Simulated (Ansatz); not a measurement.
wurtzite GaP, (10-10) cell (GaP held in this type, which need not be the stable form), on its own PBE lattice.

```xyz
8
Lattice="3.8820 0.0000 0.0000 0.0000 6.3958 0.0000 0.0000 0.0000 6.7224" Properties=species:S:1:pos:R:3 pbc="T T T"
Ga     0.0000     0.0061    -0.0001
P      0.0000     2.3987     0.0002
Ga     1.9410     3.2040     1.1205
P      1.9410     5.5965     1.1202
Ga     1.9410     0.0061     3.3611
P      1.9410     2.3987     3.3614
Ga     0.0000     3.2040     4.4817
P      0.0000     5.5965     4.4814
```

Levels used, each named beside its values: HSE06 (plane waves to 420 eV, PAW; Ansatz, a quantum-chemistry and plane-wave program); HSE06 with spin-orbit coupling (plane waves to 420 eV, PAW; Ansatz). Geometries and values that name no level are of the first. Values not marked SOC have no spin–orbit coupling. Its k-point mesh 5×3×3, Fermi–Dirac width 0.01 eV. HSE06 ran on meshes of its own (5×3×3, 4×3×3); its edges and gaps are taken over the mesh and over extra points off it, mostly where PBE has its edges.

All levels ran on one geometry.

| level | mesh | gap (eV) | valence edge over the mean potential (eV) | conduction edge (eV) |
|---|---|---|---|---|
| HSE06 | 5×3×3 | 2.08 | 3.04 | 5.11 |
| HSE06+SOC | 4×3×3 | 2.05 | 3.07 | 5.12 |
